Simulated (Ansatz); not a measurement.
Take WC (space group P-6m2, No. 187; a = 2.913 Å, c = 2.836 Å; relaxed with 0.1 eV smearing) as the base. Axes: x lies along a and z along c of the hexagonal cell.

Level of theory: Kohn–Sham DFT with the r2SCAN functional, run in Ansatz (a quantum-chemistry and plane-wave program) with PAW and 500 eV plane waves, spin-orbit coupling left out, earlier PAW set.

It is then changed as follows: the cell is compressed by 2.01 % along y with no lateral relaxation, atoms relaxed at fixed cell.

### Question
Predict the stress tensor and what it implies for the stiffness.

### Answer
Stress of the strained cell less that of the base (GPa, compression positive):
```
    5.2     0.0     0.0
    0.0    15.7     0.0
    0.0     0.0     3.7
```

Then −Δσ_ii/ε with ε = -0.0201 gives secant stiffness values (nonlinear terms included at this strain): C22 ≈ 781 GPa, C12 ≈ 261 GPa and C23 ≈ 183 GPa.

As a check, the harmonic strain energy −½ V₀ Δσ:ε is 10 meV/atom; the computed energy rise is 10 meV/atom.

Stability against distortions was not tested. The final runs are not spin-polarised.
